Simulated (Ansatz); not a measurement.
**Defect calculation: Nb on the Al site in fcc Al**

These are PBE, PAW (plane waves to 420 eV; Ansatz, a quantum-chemistry and plane-wave program) values and carry that method's errors. Cell and caveats: 108-site cell; 4×4×4 shifted k-points; start: the Al site; energies good to tenths of an eV; the relaxation kept the symmetry of the starting site.

Neighbours after relaxation, in Å: of the Nb atom: Al 2.83, Al 2.83, Al 2.83, Al 2.83, Al 2.83, Al 2.83, Al 2.83, Al 2.83 (the shell may go on).

Formation energies E_f are those of the neutral cell. Chemical conditions: host crystal and elements as references (Δμ(Al) = 0.00 eV, Δμ(Nb) = 0.00 eV; Nb taken from its element, since no compound that bounds it was computed at this level; only phases computed here count, gases as isolated molecules at 0 K). Reference phases: Al: fcc Al, Nb: bcc Nb.

```json
[
 {"charge": "0", "moment (μB)": "not spin-polarised", "point group": "Oh", "largest move off a lattice site (Å)": "0.03", "E_f, host crystal and elements as references (eV)": "-1.03"}
]
```

Point groups are those of the whole cell at tolerances of 0.03 and 0.1 Å ("near" where only the looser one holds); none is given for unsettled states.

All states together cost roughly 6 core-minutes.
